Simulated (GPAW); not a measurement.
```
CELL_PARAMETERS angstrom
      4.24227     0.00000     0.00000
      0.00000     4.24227     0.00000
      0.00000     0.00000     4.24227
ATOMIC_POSITIONS crystal
  Hf 0.00000 0.50000 0.50000
  Hf 0.50000 0.00000 0.50000
  Hf 0.50000 0.50000 0.00000
  Co 0.00000 0.00000 0.00000
```
Moments meant for the start (each program seeds them in its own way; μB, in the order of the atoms Hf Hf Hf Co): 0.0 0.0 0.0 3.0.

Level of theory: PBEsol, GPAW PAW datasets PBEsol (made by gpaw-setup) (plane waves; GPAW).

The set-up and first iterations of a GPAW log for Hf₃Co (Pm-3m, 4 atoms in the cell):

```
Input parameters:
  convergence: {density: 1e-05,
                energy: 1e-05}
  kpts: {gamma: True,
         size: (6, 6, 6)}
  maxiter: 150
  mode: {ecut: 800,
         name: pw}
  nbands: -12
  occupations: {name: methfessel-paxton,
                order: 0,
                width: 0.1}
  spinpol: True
  symmetry: {symmorphic: False,
             tolerance: 0.0005}
  xc: PBEsol

species:
  Hf:
    name: Hafnium
    Z: 72.0
    valence: 12
    core: 60
    charge: 0.0
    file: Hf.PBEsol.gz

    # Using partial waves for Hf as LCAO basis

  Co:
    name: Cobalt
    Z: 27.0
    valence: 9
    core: 18
    charge: 0.0
    file: Co.PBEsol.gz

    # Using partial waves for Co as LCAO basis

Reference energy: -1267155.986444  # eV

Spin-polarized calculation.
Initial magnetic moment: 3.000000

Convergence criteria:
 Maximum [total energy] change in last 3 cyles: 1e-05 eV / valence electron
   [... lines left out ...]

Eigensolver

Densities:
  Coarse grid: 28*28*28 grid
  Fine grid: 56*56*56 grid
  Total Charge: 0.000000

Density mixing:
  Method: difference
  Backend: pulay
  Linear mixing parameter: 0.05
  old densities: 5
  Damping of long wavelength oscillations: 50

Hamiltonian:
  XC and Coulomb potentials evaluated on a 56*56*56 grid
  External potential:
    NoExternalPotential

XC parameters: PBEsol with 2 nearest neighbor stencil

Number of atoms: 4
Number of atomic orbitals: 48
Number of bands in calculation: 36
Number of valence electrons: 45
Bands to converge: occupied

Density initialized from atomic densities
  36 bands from LCAO basis set

Atomic positions and initial magnetic moments

Positions:
   0 Hf     0.000000    2.121135    2.121135    ( 0.0000,  0.0000,  0.0000)
   1 Hf     2.121135    0.000000    2.121135    ( 0.0000,  0.0000,  0.0000)
   2 Hf     2.121135    2.121135    0.000000    ( 0.0000,  0.0000,  0.0000)
   3 Co     0.000000    0.000000    0.000000    ( 0.0000,  0.0000,  3.0000)

Unit cell:
           periodic     x           y           z      points  spacing
  1. axis:    yes    4.242270    0.000000    0.000000    28     0.1515
  2. axis:    yes    0.000000    4.242270    0.000000    28     0.1515
  3. axis:    yes    0.000000    0.000000    4.242270    28     0.1515

  Lengths:   4.242270   4.242270   4.242270
  Angles:   90.000000  90.000000  90.000000

Effective grid spacing dv^(1/3) = 0.1515
     iter     time        total  log10-change:  magmom
                         energy   eigst   dens
iter:   1 --:--:--   -33.044506                   +3.0064
iter:   2 --:--:--   -33.032247   -1.03  -1.31    +1.8271
iter:   3 --:--:--   -32.983976   -1.49  -1.35    +1.1655
iter:   4 --:--:--   -36.402566   -0.76  -1.41    +1.1032
iter:   5 --:--:--   -32.812853   -0.91  -1.25    +1.0042
```

Task: How does the run end?

Result: The run converged in 46 iterations. Convergence of the loop says nothing yet on basis, mesh or lower states. It ends on: free energy E − TS (from the program's reference atoms) -32.6697 eV; Fermi level (on the code's own zero) 9.79 eV; pressure -5.22 GPa; size of the cell's spin moment 0.00 μB. The log goes on:

```
   [... 10 lines left out ...]
iter:  16 --:--:--   -32.646395   -4.48  -2.97    +0.7519
iter:  17 --:--:--   -32.646442   -5.66  -2.88    +0.7437
   [... lines left out ...]
iter:  35 --:--:--   -32.652811c  -6.34  -3.72    +0.0055
iter:  36 --:--:--   -32.652825c  -6.55  -3.74    +0.0019
iter:  37 --:--:--   -32.652820c  -6.68  -3.86    -0.0002
iter:  38 --:--:--   -32.652817c  -7.13  -3.93    -0.0006
iter:  39 --:--:--   -32.652817c  -6.91  -3.97    -0.0005
iter:  40 --:--:--   -32.652814c  -7.57c -4.04    -0.0004
iter:  41 --:--:--   -32.652811c  -7.45c -4.09    -0.0004
iter:  42 --:--:--   -32.652810c  -7.69c -4.25    -0.0004
iter:  43 --:--:--   -32.652810c  -7.74c -4.29    -0.0001
iter:  44 --:--:--   -32.652810c  -8.06c -4.82    -0.0001
iter:  45 --:--:--   -32.652810c  -8.43c -4.97    -0.0001
iter:  46 --:--:--   -32.652810c  -9.79c -5.05c   -0.0001
Converged after 46 iterations.

Dipole moment: (-0.000000, -0.000000, -0.000000) |e|*Ang

Total magnetic moment: (0.000000, 0.000000, -0.000085)
Local magnetic moments:
   0 Hf ( 0.000000,  0.000000, -0.000006)
   1 Hf ( 0.000000,  0.000000, -0.000006)
   2 Hf ( 0.000000,  0.000000, -0.000006)
   3 Co ( 0.000000,  0.000000, -0.000062)

Energy contributions relative to reference atoms: (reference = -1267155.986444)

Kinetic:        +21.441475
Potential:      -19.118562
External:        +0.000000
XC:             -33.401408
Entropy (-ST):   -0.033846
Local:           -1.557392
SIC:             +0.000000
--------------------------
Free energy:    -32.669733
Extrapolated:   -32.652810

Spin contamination: 0.000005 electrons
Showing only first 2 kpts
                      Up                     Down
 Kpt  Band  Eigenvalues  Occupancy  Eigenvalues  Occupancy
  0    20      9.71541    0.85056      9.71537    0.85070
   [... lines left out ...]

Fermi level: 9.78886

No gap
No difference between direct/indirect transitions
Energy (eV): -32.65281

Forces in eV/Ang:
  0 Hf   -0.00000   -0.00000    0.00000
  1 Hf   -0.00000    0.00000    0.00000
  2 Hf   -0.00000    0.00000    0.00000
  3 Co   -0.00000    0.00000    0.00000

Stress tensor:
     0.032569     0.000000     0.000000
     0.000000     0.032569     0.000000
     0.000000     0.000000     0.032569
Stress (GPa, Voigt): [5.2181 5.2181 5.2181 0.     0.     0.    ]
```

For comparison: a first run (DFT LDA (Perdew-Wang 92), plane waves, GPAW PAW datasets LDA (gpaw-data 1.0.1)) was changed to give this one (xc: LDA → PBEsol; potentials: GPAW PAW datasets PBEsol (made by gpaw-setup)), and from it to this one the pressure goes from -9.71 to -5.22 GPa.

The starting cell comes from a database of computed structures (which also holds hypothetical and non-ambient phases and stackings), without a prior relaxation at this level. Spin-orbit coupling is off. The starting moments vanished: the run ended non-magnetic, which need not be the lowest state. With a pressure of about -5 GPa the cell is away from its equilibrium volume at this level.

The run was DFT PBEsol, plane waves, GPAW PAW datasets PBEsol (made by gpaw-setup). Main settings of its input:

- spinpol: true
- mode: pw
- ecut: 800 eV
- xc: PBEsol
- kpts: 6 6 6
- mesh shift (steps): 0 0 0
- occupations.name: methfessel-paxton
- occupations.width: 0.1 eV
- occupations.order: 0
- nbands: -12
- convergence.density: 1e-05 e/electron
- convergence.energy: 1e-05 eV/electron
